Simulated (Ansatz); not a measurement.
**Response to strain in SrTiO3**

Take SrTiO3 in the cubic perovskite structure (space group Pm-3m, No. 221; a = 3.854 Å) as the base. Axes: x, y, z lie along the cube axes.

Strains are applied to the cell and any free atomic positions relax; under biaxial strain the out-of-plane vector relaxes too.

All numbers come from LDA (Ansatz, a program for electronic structure, PAW, without spin-orbit coupling).

```json
[
 {"biaxial strain, plane normal [111], relaxed out of plane (%)": "0", "out-of-plane strain (%)": "0.00"},
 {"biaxial strain, plane normal [111], relaxed out of plane (%)": "0.5", "out-of-plane strain (%)": "-0.34"},
 {"biaxial strain, plane normal [111], relaxed out of plane (%)": "1", "out-of-plane strain (%)": "-0.66"},
 {"biaxial strain, plane normal [111], relaxed out of plane (%)": "1.5", "out-of-plane strain (%)": "?"},
 {"biaxial strain, plane normal [111], relaxed out of plane (%)": "2", "out-of-plane strain (%)": "-1.29"},
 {"biaxial strain, plane normal [111], relaxed out of plane (%)": "2.5", "out-of-plane strain (%)": "-1.59"}
]
```

Task: Fit ε⊥ = −νε + γε² (strains in %) to the rows shown and predict the withheld row.

Result: Least squares on the printed values gives ν = 0.68 (the biaxial Poisson response) and γ = 0.018 (largest residual 0.00 %); this predicts -0.98 %, and the run gives -0.98 %, in agreement.

Stability against distortions was not tested. All final runs are without spin polarisation. Many cubic perovskites are stable only at high temperature; tilts and polar distortions were not tested.
